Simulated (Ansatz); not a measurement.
The starting structures come from a database of crystals and need not be the phases stable at ambient conditions.

By LDA and PBEsol, the system below comes out a metal.

Given:

```xyz
8
Lattice="2.9907 0.0000 0.0000 -1.4954 2.5901 0.0000 0.0000 0.0000 11.4614" Properties=species:S:1:pos:R:3 pbc="T T T"
Nb     1.4954     0.8634    10.0534
Nb     0.0000     1.7267     1.4080
Nb     0.0000     1.7267     4.3227
Nb     1.4954     0.8634     7.1387
N      0.0000     0.0000     0.0000
N      0.0000     0.0000     5.7307
N      1.4954     0.8634     2.8653
N      0.0000     1.7267     8.5960
```

Space group of this cell: P6_3/mmc. The cell is taken as given; by PBEsol its mean pressure is -14.0 GPa.

The current runs along the normal of the first two printed vectors, the (001) plane. All runs by Ansatz (a first-principles code), plane waves and PAW, without spin-orbit coupling; the base is PBEsol.

```
run                                                      mean pressure (GPa)  G/A, both spins (10¹⁵ S/m²)
-------------------------------------------------------  -------------------  ---------------------------
base                                                                   -14.0                         0.53
all lengths scaled by 0.98                                               4.7                            ?
all lengths scaled by 1.02                                             -27.9                         0.52
lda in place of pbesol                                                 -19.3                         0.53
lengths across the current scaled by 0.98, ions clamped                 -2.7                         0.53
```

Some entries are withheld; supply them.


- all lengths scaled by 0.98, G/A, both spins (10¹⁵ S/m²): 0.58
